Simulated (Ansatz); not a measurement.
Converging the plane-wave cutoff: Mo₂N (R3m, 3 atoms in the cell)

```xyz
3
Lattice="1.4451 0.8343 5.0171 -1.4451 0.8343 5.0171 0.0000 -1.6687 5.0171" Properties=species:S:1:pos:R:3 pbc="T T T"
Mo     0.0000     0.0000     3.7058
Mo     0.0000     0.0000    11.3955
N      0.0000     0.0000     0.0000
```

Computed with LDA (PW92), default PAW files made with PBE (plane waves; Ansatz, an electronic-structure program).

Base settings: basis.ecutwfc = 30.9 Ry; kpoints.mp_grid.grid = 11 11 11; hamiltonian.xc = lda; hamiltonian.pseudopotentials = {kind: paw} (the program's default PAW files); scf.occupations.method = fermi_dirac; scf.occupations.width = 0.0073 Ry.

The second cell is the first with its lattice scaled by 0.98.

The mesh stays at the base's, so the ladder's end is converged at best in this setting alone.

The first pressure column holds Ansatz's estimate of the finite-basis (Pulay) stress, which hides part of the cutoff error; the other is without it.

Only quantities that move along the ladder and can be compared are tabulated.

The count of work is k-points × plane waves × bands × iterations; it is no time. 

The starting cell comes from a database of computed structures (which also holds hypothetical and non-ambient phases and stackings), without a prior relaxation at this level. Its lattice was rescaled by up to half a per cent. One atom was moved a little off its site on purpose. Spin polarisation is off; with an odd number of electrons in the cell that forces a metal, and a magnetic state may lie lower. In the base run, with a pressure of about -14 GPa the cell is away from its equilibrium volume at this level.

```tsv
basis.ecutwfc	free energy less the last step's (meV/atom)	energy of the compressed cell less the first (meV/atom)	pressure (GPa)	pressure without the Pulay estimate (GPa)	largest difference of a force vector from the last step's (eV/Å)	count of work / last
10.7 Ry	17543.72	-19.97	-22.90	-655.17	8.477	0.071
12.5 Ry	8667.02	-6.32	-10.22	-395.53	1.848	0.079
14 Ry	4656.01	41.69	-6.42	-250.16	1.017	0.098
15.4 Ry	2566.80	-8.51	-13.21	-160.84	1.215	0.11
16.9 Ry	1371.26	-35.77	-16.70	-101.98	0.730	0.13
18.4 Ry	736.83	-35.11	-17.53	-66.41	0.286	0.15
21.7 Ry	183.31	-20.11	-13.80	-29.44	0.070	0.16
24.6 Ry	47.84	-17.10	-13.37	-18.33	0.021	0.19
27.9 Ry	9.90	-17.74	-13.60	-14.75	0.002	0.24
30.9 Ry	2.43	-17.90	-13.63	-13.94	0.000	0.26
33.8 Ry	0.63	-17.87	-13.62	-13.70	0.000	0.31
37.1 Ry	0.25	-17.86	-13.62	-13.63	0.000	0.36
41.5 Ry	0.20	-17.86	-13.62	-13.62	0.000	0.42
46.3 Ry	0.14	-17.87	-13.62	-13.63	0.000	0.49
54 Ry	0.10	-17.87	-13.62	-13.62	0.000	0.63
61.7 Ry	0.06	-17.87	-13.62	-13.63	0.000	0.75
74.2 Ry	0.00	-17.87	-13.62	-13.62	0.000	1.0
```

Coarsest basis.ecutwfc that holds the energy of the compressed cell less the first within 0.2 meV/atom of the last step, with all finer ones: 27.9 Ry, at 0.24 of the last step's count of work; the step before is off by 0.77 meV/atom.

Coarsest basis.ecutwfc that holds the pressure without the Pulay estimate within 0.1 GPa of the last step, with all finer ones: 33.8 Ry, at 0.31 of the last step's count of work; the step before is off by 0.32 GPa.

Coarsest basis.ecutwfc that holds the free energy within 5 meV/atom of the last step, with all finer ones: 30.9 Ry, at 0.26 of the last step's count of work; the step before is off by 9.9 meV/atom.

The energy difference between the two cells stays within 1 meV/atom of the last step's from 24.6 Ry on, the total only from 33.8 Ry on: much of the error is common to both cells and cancels.

At the lowest cutoff the pressure without the Pulay estimate lies 642 GPa under the last step's, the usual sign of Pulay stress in an incomplete plane-wave basis.

Keys are those of Ansatz 0.2.
